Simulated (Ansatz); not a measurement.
Consider Co in the hcp (Mg type) structure (space group P6_3/mmc, No. 194; a = 2.4936 Å, c = 4.0367 Å; ferromagnetic; relaxed with 0.1 eV smearing). Axes: x lies along a and z along c of the hexagonal cell.

The values are results of PBE, PAW, 420 eV (Ansatz, a quantum-chemistry and plane-wave program; without spin-orbit coupling), earlier PAW set, not measurements.

Before the change:

The largest site moment is 1.69 μB.

Perturbation: tensile biaxial strain of 1.91 % in the plane normal to [001], as in epitaxy on a mismatched substrate; the out-of-plane cell vector and the atoms relax.

Task: Predict the new out-of-plane strain.

Result: The out-of-plane strain amounts to -1.08 %.

Task: What happens to the in-plane stress?

Result: The mean in-plane stress (compression positive) comes out as -7.8 GPa.

Task: What does the calculation give for the largest site moment after the change?

Result: The largest site moment is nearly the same (1.69 μB against 1.70 μB).

Other magnetic orders, which the real material may have, were not ruled out. Whether these cells are dynamically stable was not tested.
